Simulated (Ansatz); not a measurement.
System: L1₂ (Cu3Au-type) Ni₃Al. Method: revPBE in Ansatz (PAW).

Numerical settings: plane-wave cutoff 520 eV, 16×16×16 k mesh, Fermi–Dirac smearing 0.05 eV, spin-polarised with parallel moments, scalar-relativistic PAW data made under PBE.

The cell is scaled about its equilibrium volume:

```tsv
V (Å³/atom)	P (GPa)	moment (μB per cell of 4 atoms)
10.869	12.22	0.71
11.101	7.68	0.72
11.332	3.62	0.73
11.563	0.00	0.74
11.794	-3.25	0.75
12.026	-6.14	0.76
12.257	-8.73	0.77
```

Note: moments this small hang on the smearing and the k mesh.

Ansatz is a program for electronic structure.
